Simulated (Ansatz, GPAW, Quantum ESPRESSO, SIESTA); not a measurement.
## Mg2Zn (P1, 6 atoms in the cell) computed with different codes at matched settings

Self-consistent single point, at a second geometry (atoms moved at random). First geometry:

```
Mg2Zn
1.0
    5.68621    -1.60732     0.00000
    5.68621     1.60732     0.00000
   -1.79542     0.00000     6.24794
Mg Zn
4 2
Direct
  0.15985   0.15985   0.09235
  0.84015   0.84015   0.90765
  0.85867   0.85867   0.43962
  0.14133   0.14133   0.56038
  0.49134   0.49134   0.22168
  0.50866   0.50866   0.77832
```

Second geometry:
```xyz
6
Lattice="5.6862 -1.6073 0.0000 5.6862 1.6073 0.0000 -1.7954 0.0000 6.2479" Properties=species:S:1:pos:R:3 pbc="T T T"
Mg     1.5795    -0.0282     0.5826
Mg     7.9764     0.0123     5.5943
Mg     8.9805    -0.0084     2.7991
Mg     0.6076    -0.0421     3.4117
Zn     5.1900     0.0632     1.4733
Zn     4.3972     0.0031     4.8828
```

Shared settings, as Ansatz (a first-principles code) writes them: kpoints.mp_grid.grid = 5 5 3; scf.occupations.method = gaussian; scf.occupations.width = 0.0073 Ry. Potentials and cutoffs stand in the table.

```json
[
 {"code": "SIESTA", "model": "GGA PBEsol, numerical atomic orbitals DZP, PseudoDojo PBEsol standard norm-conserving potentials (rewritten from UPF to PSML)", "ΔF from the first geometry (meV/atom)": "33.0", "pressure (GPa)": "-0.12", "largest force (eV/Å)": "0.918", "cutoff": "grid 300 Ry"},
 {"code": "Quantum ESPRESSO", "model": "PBEsol, SSSP 1.1.2 efficiency (PBE) pseudopotentials", "ΔF from the first geometry (meV/atom)": "19.7", "pressure (GPa)": "0.31", "largest force (eV/Å)": "0.615", "cutoff": "50 Ry"},
 {"code": "Ansatz", "model": "PBEsol, PAW files made with PBE", "ΔF from the first geometry (meV/atom)": "19.7", "pressure (GPa)": "0.53", "largest force (eV/Å)": "0.615", "cutoff": "30.9 Ry"},
 {"code": "GPAW", "model": "PBEsol, GPAW PAW datasets PBEsol (made by gpaw-setup)", "ΔF from the first geometry (meV/atom)": "19.9", "pressure (GPa)": "0.58", "largest force (eV/Å)": "0.620", "cutoff": "800 eV"}
]
```

Size of the force on each atom (eV/Å): Sizes of forces hide their directions.

```
code                Mg1    Mg2    Mg3    Mg4    Zn5    Zn6
----------------  -----  -----  -----  -----  -----  -----
SIESTA            0.780  0.854  0.627  0.914  0.918  0.250
Quantum ESPRESSO  0.527  0.566  0.398  0.615  0.506  0.284
Ansatz            0.532  0.566  0.399  0.615  0.506  0.282
GPAW              0.538  0.571  0.402  0.620  0.511  0.284
```

The spread over the programs that give each value: ΔF from the first geometry within 13.3 meV/atom; pressure within 0.70 GPa; largest force within 0.303 eV/Å.

SIESTA uses small atom-centred bases, whose incompleteness enters pressures, forces and empty levels differently from a plane-wave cutoff. Ansatz's pressure is given at a fixed set of plane waves, as the other plane-wave codes print theirs. In the force vectors, SIESTA (by 0.457) lies more than 0.08 eV/Å from the median of the plane-wave programs.

The shared mesh is coarse (it stands for a supercell whose shortest vector is 16 Å), so the values are not converged in it.

The starting cell comes from a database of computed structures (which also holds hypothetical and non-ambient phases and stackings), without a prior relaxation at this level. For this run, on top of that: atoms moved at random.

Left out of this page: CP2K (unsound by tests on forces, stress, charge or solver warnings).

Keys are those of Ansatz 0.2.
